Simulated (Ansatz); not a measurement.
For Pd₃InN (model structure, started from the Ni3MgC type, Pm-3m, No. 221, 5 atoms in the cell), PBEsol (plane waves, PAW; Ansatz, a program for electronic structure) gives:

```
Item                                  Result
------------------------------  ------------
equilibrium lattice constant a       4.144 Å
bulk modulus B0                      185 GPa
cohesive energy                 4.34 eV/atom
```

Problem. What does r²SCAN (plane waves, PAW; Ansatz) give for the same quantities?

Solution. 
- lattice constant a: 4.177 Å (increases by 0.8 %)
- bulk modulus: 173 GPa (falls by 6.5 %)
- cohesive energy: 3.93 eV/atom (shrinks by 0.41 eV/atom)

Changes are worked out from the printed values.

Unless a cell is named, each level is at its own relaxed cell (PBEsol 14.23, r²SCAN 14.57 Å³/atom).

Levels without +SOC leave out spin–orbit coupling, which shifts energies and cells of such heavy elements.

Caveats: the bulk modulus is −V dP/dV from two relaxed cells at ±2 % in volume (PBEsol, r²SCAN). Ansatz's density-functional and Hartree–Fock values are scalar-relativistic unless marked +SOC, with PAW data made under PBE.

A model structure was made by putting elements into a prototype or built by hand; it is no filed structure, need not be a known phase, and can be a saddle point held by its symmetry.
